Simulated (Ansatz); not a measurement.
The parent structure is SnO₂ in the rutile structure (space group P4_2/mnm, No. 136; a = 4.828 Å, c = 3.238 Å).

The values are results of PBE (Ansatz, a first-principles code), no SOC, not measurements.

Carriers are added at fixed cell with a uniform background; the Fermi–Dirac width is that of 300 K.

One change was made to it. Results:

```tsv
quantity	base	after
Fermi level relative to the doped band's edge (positive inside the band; to 0.05 eV)	–	+1.85 eV
gap between the host's bands	0.68 eV	0.66 eV
gap character	direct at Γ	direct at Γ
```

Name the change that was made.
(A) electrons 2.0×10^21 cm⁻³
(B) holes 2.0×10^21 cm⁻³
(C) holes 5.0×10^21 cm⁻³

A, electrons 2.0×10^21 cm⁻³. For comparison, the Fermi level from band edge in the other runs: holes 2.0×10^21 cm⁻³ gives +0.30 eV; holes 5.0×10^21 cm⁻³ gives +0.40 eV.

Carriers are added with a uniform compensating background; total energy and stress of such cells depend on the potential's zero and are not compared; many-body gap narrowing is missing at this level. No phonon test of stability was made.
